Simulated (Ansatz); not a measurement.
Cubic perovskite BaHfO₃, treated with LDA (Ansatz, a first-principles code, PAW).

Run with plane-wave cutoff 520 eV, 6×6×6 k mesh, perturbation theory, scalar-relativistic PAW data made under PBE.

The cell has the measured lattice parameters. Conventional cell: a = 4.1710 Å, b = 4.1710 Å, c = 4.1710 Å, α = 90.00°, β = 90.00°, γ = 90.00°.

```xyz
5
Lattice="4.1710 0.0000 0.0000 0.0000 4.1710 0.0000 0.0000 0.0000 4.1710" Properties=species:S:1:pos:R:3 pbc="T T T"
Ba     0.0000     0.0000     0.0000
Hf     2.0855     2.0855     2.0855
O      2.0855     0.0000     2.0855
O      0.0000     2.0855     2.0855
O      2.0855     2.0855     0.0000
```

Harmonic phonon frequencies (cm⁻¹; i marks an imaginary mode; at Γ without the LO shift):

```json
[
 {"q point": "Γ", "frequencies": "0 0 0 89 89 89 178 178 178 197 197 197 499 499 499"},
 {"q point": "X", "frequencies": "76 76 91 91 131 169 198 198 236 266 266 394 485 485 715"},
 {"q point": "M", "frequencies": "76 76 76 86 106 175 175 278 278 297 297 404 468 560 762"},
 {"q point": "R", "frequencies": "29 29 29 94 94 94 215 215 215 364 364 364 549 549 791"}
]
```

No imaginary mode appears at these points.

Note: the cell isn't this level's own, so it is under some stress, which shifts stiffness and frequencies.
